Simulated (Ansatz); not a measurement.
TiAl3: Al → Lu

Take TiAl$_{3}$ (space group I4/mmm, No. 139; a = 3.8459 Å, c = 8.6199 Å) as the base.

Now apply this change: every Al is replaced by Lu; the structure is relaxed again.

Method: PBE in Ansatz (plane waves to 420 eV, PAW, no SOC). k-mesh 14×14×14 (Γ-centred); smearing 0.05 eV (Fermi–Dirac), for the changed cell.

```
quantity                                   base           changed         shift
-----------------------------  ----------------  ----------------  ------------
volume per atom                        15.94 Å³          25.56 Å³     +9.626 Å³
density                              3.36 g/cm³        9.30 g/cm³  +5.946 g/cm³
c/a ratio                                 2.241             1.990        -0.251
space group                    I4/mmm (No. 139)  I4/mmm (No. 139)             –
shortest interatomic distance           2.719 Å           3.304 Å     +0.5843 Å
band gap                                   zero              zero             –
```

Whether these cells are dynamically stable was not tested. As relaxed here, Lu3Ti is a hypothetical phase, not in the database extracts checked. The final runs are not spin-polarised. An odd electron count without spin: Lu3Ti and TiAl3. Lu3Ti has a high density of states at the Fermi level and may be magnetic at this level.

Ansatz is a program for electronic structure.
